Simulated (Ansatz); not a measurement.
Base system: Sn (space group I4_1/amd, No. 141; a = 5.887 Å, c = 3.186 Å; relaxed with 0.1 eV smearing). Axes: x, y, z lie along a, b, c of the conventional cell.

All numbers come from r2SCAN (Ansatz, a program for electronic structure; PAW; 500 eV plane waves; no spin-orbit coupling).

Modification: the cell is scaled by 1.0124 in all directions; the atoms relax in the strained cell.

Question: Predict the stress tensor and what it implies for the stiffness.

Answer: Stress of the strained cell less that of the base (GPa, compression positive):
```
   -1.8     0.0     0.0
    0.0    -1.8     0.0
    0.0     0.0    -1.8
```

Then B = −ΔP/(ΔV/V₀) with ΔV/V₀ = 0.0377 gives secant stiffness values (nonlinear terms included at this strain): B (at held cell shape, above the free-shape value) ≈ 48 GPa.

As a check, the harmonic strain energy −½ V₀ Δσ:ε is 5.8 meV/atom; the computed energy rise is 6.1 meV/atom.

No phonon test of stability was made.
